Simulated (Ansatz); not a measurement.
System: stishovite (SiO2). Method: PBEsol (Ansatz, an electronic-structure program, PAW).

Run with plane-wave cutoff 520 eV, 8×8×12 k mesh (along the axes of the cell as run), Fermi–Dirac smearing 0.01 eV, scalar-relativistic PAW data made under PBE.

Response to compression and expansion:

Shape and atoms are relaxed at each volume.

```tsv
V (Å³/atom)	P (GPa)	direct gap at Γ (eV)	c (Å)	a (Å)
7.541	12.94	6.004	2.656	4.128
7.698	6.08	5.669	2.668	4.161
7.855	-0.01	5.355	2.678	4.195
8.012	-5.34	5.063	2.688	4.229
8.169	-9.99	4.794	2.695	4.264
```

A straight line through the gaps at Γ against ln V gives a volume deformation potential dE_g(Γ)/d ln V of -15.1 eV: the gap at Γ widens under compression.
